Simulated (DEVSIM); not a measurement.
Device: W/AlN/SiO2/n-Si capacitor, at 300 K.

| layer (left to right) | material | thickness (nm) | Nd (cm⁻³) |
|---|---|---|---|
| 1 | AlN | 5.70 | - |
| 2 | SiO2 | 0.760 | - |
| 3 | Si | 1500 | 1.5e17 |

Metal gate on the left, work function 4.6 eV. Fixed charge at the semiconductor interface -3e11 cm⁻² (in units of +e); no interface traps.

The device is made up for the run: typed textbook-type constants, with dimensions and the other settings drawn at random. Values at 300 K; Nc and Nv go as T^1.5, mobilities as T to minus their exponent, the gap by Varshni's rule with the affinity fixed.

| parameter | AlN | SiO2 | Si |
|---|---|---|---|
| gap (eV) | 6.1 | 9 | 1.124 |
| affinity (eV) | 1.9 | 0.9 | 4.05 |
| permittivity | 8.5 | 3.9 | 11.7 |
| Nc (cm⁻³) | - | - | 2.86e19 |
| Nv (cm⁻³) | - | - | 3.1e19 |
| Varshni α (eV/K) | - | - | 0.000473 |
| Varshni β (K) | - | - | 636 |

DEVSIM, 1D Poisson equation in equilibrium, Boltzmann statistics, complete ionisation; no quantum confinement or tunnelling. Metal contacts follow the ideal Schottky-Mott rule: no Fermi-level pinning, no interface dipoles.

The temperature was swept, all else fixed.

| temperature (K) | flat-band voltage (V) | minimum of the low-frequency capacitance (μF/cm²) | threshold voltage (band bending 2φF) (V) |
|---|---|---|---|
| 250 | 0.49 | 0.113 | -0.64 |
| 300 | 0.46 | ? | ? |
| 350 | 0.43 | 0.126 | -0.54 |
| 400 | 0.40 | 0.137 | -0.48 |
| 450 | 0.37 | 0.147 | -0.43 |
| 500 | 0.34 | 0.162 | -0.37 |

Question: Fill in the missing entries.

Answer: 
- 300, minimum of the low-frequency capacitance (μF/cm²): 0.120
- 300, threshold voltage (band bending 2φF) (V): -0.59
